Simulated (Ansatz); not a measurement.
A computed series for KTaO3: pressure series

Start from KTaO₃ in the cubic perovskite structure (space group Pm-3m, No. 221; a = 3.9520 Å).

Cell and atoms are relaxed at each pressure.

The values are results of LDA, PAW, 420 eV (Ansatz, a program for electronic structure; no SOC), not measurements.

| pressure (GPa) | volume per atom (Å³/atom) |
|---|---|
| -2 | 12.460 |
| -1 | 12.402 |
| 0 | 12.345 |
| 0.7 | ? |
| 1.5 | 12.261 |
| 3 | 12.181 |
| 5 | 12.078 |
| 7.5 | 11.955 |
| 10 | 11.839 |

**Question.** Fit the third-order Birch–Murnaghan form P(V) = (3B₀/2)[(V₀/V)^(7/3) − (V₀/V)^(5/3)]·[1 + (3/4)(B₀′ − 4)((V₀/V)^(2/3) − 1)] (squares taken in P) to the rows shown and predict the withheld row.

**Answer.** Least squares on the printed values gives V₀ = 12.345 Å³/atom, B₀ = 218 GPa, B₀′ = 4.3; this predicts 12.305 Å³/atom, and the run gives 12.306 Å³/atom, in agreement.

Measured bulk modulus of KTaO3: 220 GPa (temperature not stated; as listed in S. Tinte et al., Phys. Rev. B (1998)); the computed value is for a static lattice, so the two differ by thermal effects too.

Load acts through the strain it causes; cell and atoms are relaxed under it. Stability against distortions was not tested. No other phases were tried under pressure.
